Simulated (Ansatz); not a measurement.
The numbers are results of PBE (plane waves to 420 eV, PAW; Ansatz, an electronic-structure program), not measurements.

Host crystal: anatase TiO2, with a band gap (PBE, scalar-relativistic without spin-orbit coupling).

Planar average of the electrostatic potential across the slab, in eV from the highest filled level, for OH on the 1x1 (101) surface of anatase TiO2 (cut with top plane O), one in a 2x1 cell, started at the site 'hollow O-O-O over O at depth 4.4 Å':

(z (Å), V (eV)): (5.34, 7.47); (5.64, 7.47); (5.94, 7.47); (6.23, 7.47); (6.53, 7.47); (6.83, 7.46); (7.12, 7.46); (7.42, 7.46); (7.72, 7.45); (8.02, 7.41); (8.31, 7.32); (8.61, 7.06); (8.91, 6.21); (9.20, 3.80); (9.50, 1.18); (9.80, -2.38); (10.09, -5.60); (10.39, -8.70); (10.69, -10.27); (10.98, -8.54); (11.28, -4.74); (11.58, -1.25); (11.88, 0.91); (12.17, 2.71); (12.47, 3.88); (12.77, 2.94); (13.06, 0.85); (13.36, -1.47); (13.66, -4.56); (13.95, -8.75); (14.25, -10.87); (14.55, -8.72); (14.84, -4.57); (15.14, -1.48); (15.44, 0.83); (15.73, 2.95); (16.03, 3.93); (16.33, 2.69); (16.62, 0.73); (16.92, -1.56); (17.22, -4.84); (17.52, -8.51); (17.81, -10.28); (18.11, -8.43); (18.41, -5.17); (18.70, -2.03); (19.00, 1.19); (19.30, 3.76); (19.59, 5.78); (19.89, 5.66); (20.19, 5.24); (20.48, 5.24); (20.78, 6.16); (21.08, 6.89); (21.38, 7.06); (21.67, 7.11); (21.97, 7.13); (22.27, 7.14); (22.56, 7.14); (22.86, 7.14); (23.16, 7.14); (23.45, 7.14); (23.75, 7.14); (24.05, 7.14); (24.34, 7.14); (24.64, 7.14); (24.94, 7.14)

Set-up: 38 atoms, 9.4 Å thick at the start under the adsorbate (thin: gaps and levels are the slab's own); mesh 3x4x1; 0.01 eV smearing; dipole correction on; 14 atoms held, the rest relaxed; no symmetry held; spin-polarised, ending with about 1.0 μB a cell; orders that need a larger cell were not tried, no spin-orbit, no U, no dispersion correction. At the end it is bonded to Ti. In PBE this state lies 0.06 eV over the lowest of the starts that converged ('top O #2').

Question: The surface cell has an area of 39.58 Å². What dipole along the normal does the step between the two vacuum levels imply?

Answer: the top vacuum level lies 0.32 eV below the bottom one; p = −ε₀ A ΔV (ε₀ = 0.005526 e/(V·Å)) gives 0.07 e·Å a cell.
